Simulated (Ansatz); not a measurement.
The starting structures come from a database of crystals and need not be the phases stable at ambient conditions.

By PBEsol, the system below comes out a metal.

Here is the system:

```xyz
2
Lattice="2.9387 0.0000 0.0000 0.0000 2.9387 0.0000 0.0000 0.0000 2.9387" Properties=species:S:1:pos:R:3 pbc="T T T"
Ti     0.0000     0.0000     0.0000
Fe     1.4693     1.4693     1.4693
```

The cell is taken as given; by PBEsol it stands under a pressure of -4.6 GPa.

The current flows along the normal of the first two printed cell vectors, the (001) plane of the conventional cell. No spin-orbit coupling; the value is a mean over 0.1 eV about the Fermi level.

Q: Give the ballistic conductance per area that PBEsol run with Ansatz (an electronic-structure program) yields.

A: 0.36 × 10¹⁵ S/m² for both spins.
